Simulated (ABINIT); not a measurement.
A self-consistent single point of Na3Cd (Fm-3m, 4 atoms in the cell) with ABINIT.

Computed with LDA (PW92), PAW (JTH v2.0 LDA PAW) (plane waves; ABINIT 10.0.3).

```
Na3Cd
1.0
    0.00000     3.87624     3.87624
    3.87624     0.00000     3.87624
    3.87624     3.87624     0.00000
Na Cd
3 1
Direct
  0.25000   0.25000   0.25000
  0.75000   0.75000   0.75000
  0.50000   0.50000   0.50000
  0.00000   0.00000   0.00000
```

Reference input (self-consistent single point, DFT, LDA (PW92), plane waves, PAW (JTH v2.0 LDA PAW)): pseudos = [Na.LDA_PW-JTH.xml, Cd.LDA_PW-JTH.xml]; ecut = 60 Ry; pawecutdg = 120 Ry; pawxcdev = 0; occopt = 3; tsmear = 0.00367493 Ha; ngkpt = 10 10 10; nshiftk = 1; shiftk = 0 0 0; potentials = JTH v2.0 LDA PAW; nband = 27; kptopt = 1. This run's input differs from it in these lines:

```diff
@@ -24,3 +24,3 @@
 kptopt 1
-ngkpt 10 10 10
+ngkpt 5 5 5
 nshiftk 1
```

Output (repeated stretches shortened):

```
--- !BeginCycle
solver: {iscf: 17, nstep: 100, nline: 4, wfoptalg: 10, }
tolerances: {tolvrs: 1.00E-12, }
...

     iter   Etot(hartree)      deltaE(h)  residm     nres2
 ETOT  1  -190.80442070424    -1.908E+02 2.533E+00 2.791E+01
 ETOT  2  -191.83520477174    -1.031E+00 3.409E-01 1.292E+01
 ETOT  3  -191.80399969297     3.121E-02 7.949E-02 3.282E+00
 ETOT  4  -191.80663159642    -2.632E-03 8.030E-02 2.800E+00
 ETOT  5  -191.80694245658    -3.109E-04 1.537E-02 1.650E+00
   [... 31 lines left out ...]
 ETOT 37  -191.80707434988     5.969E-13 1.181E-06 4.175E-11
 ETOT 38  -191.80707434989    -5.656E-12 9.557E-07 3.914E-12
 ETOT 39  -191.80707434989    -2.444E-12 8.213E-07 3.453E-12
 ETOT 40  -191.80707434989     2.444E-12 5.986E-07 2.400E-13
 At SCF step   40       nres2   =  2.40E-13 < tolvrs=  1.00E-12 =>converged.

 Cartesian components of stress tensor (hartree/bohr^3)
  sigma(1 1)=  5.60986359E-05  sigma(3 2)=  0.00000000E+00
  sigma(2 2)=  5.60986359E-05  sigma(3 1)=  0.00000000E+00
  sigma(3 3)=  5.60986359E-05  sigma(2 1)=  0.00000000E+00

 ----iterations are completed or convergence reached----

 reduced coordinates (array xred) for    4 atoms
       0.250000000000      0.250000000000      0.250000000000
       0.750000000000      0.750000000000      0.750000000000
       0.500000000000      0.500000000000      0.500000000000
       0.000000000000      0.000000000000      0.000000000000
 cartesian forces (eV/Angstrom) at end:
    1      0.00000000000000    -0.00000000000000    -0.00000000000000
   [... lines left out ...]
 Fermi (or HOMO) energy (hartree) =   0.04437   Average Vxc (hartree)=  -0.28348
   [... lines left out ...]
'-kT*entropy'       : -2.55175333034453E-03
total_energy        : -1.91807074254820E+02
total_energy_eV     : -5.21933592461142E+03
...

-Cartesian components of stress tensor (GPa)         [Pressure= -1.6505E+00 GPa]
- sigma(1 1)=  1.65047857E+00  sigma(3 2)=  0.00000000E+00
- sigma(2 2)=  1.65047857E+00  sigma(3 1)=  0.00000000E+00
- sigma(3 3)=  1.65047857E+00  sigma(2 1)=  0.00000000E+00

 Calculation completed.
```

The run converged in 40 iterations. Against the reference run the free energy rises by 2.1 meV/atom and the pressure moves little (-1.64 to -1.65 GPa).

The starting cell comes from a database of computed structures (which also holds hypothetical and non-ambient phases and stackings), without a prior relaxation at this level.

Cost on one core of a shared machine: roughly 4 min.
